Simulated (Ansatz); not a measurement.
We consider AlB2-type TmB2, described by PBEsol (Ansatz, a program for electronic structure, plane waves, PAW).

Settings: plane-wave cutoff 520 eV, 18×18×14 k mesh (along the axes of the cell as run), Fermi–Dirac smearing 0.05 eV, spin-polarised with parallel moments, scalar-relativistic PAW data made under PBE.

Cell (relaxed at this level):

```xyz
3
Lattice="3.2062 0.0000 0.0000 -1.6031 2.7766 0.0000 0.0000 0.0000 3.7851" Properties=species:S:1:pos:R:3 pbc="T T T"
B      0.0000     1.8511     1.8925
B      1.6031     0.9255     1.8925
Tm     0.0000     0.0000     0.0000
```
Starting moments (μB, in the order of the record's atoms B B Tm): 0.0 0.0 2.0.

Q: Estimate the bulk modulus B0 that the calculation returns.

A: 
- bulk modulus B0: 157 GPa

The run finds no gap.

Note: the magnetic order was assumed, not searched for or taken from measurement; the bulk modulus is −V dP/dV from two relaxed cells at ±2 % in volume; the 4f shell is treated without U or exact exchange, so its levels and filling can be wrong.

Spin–orbit coupling is not included; it can open a gap where bands touch, and shift volumes and moduli.

The computed numbers hold no vibrational or temperature effects.
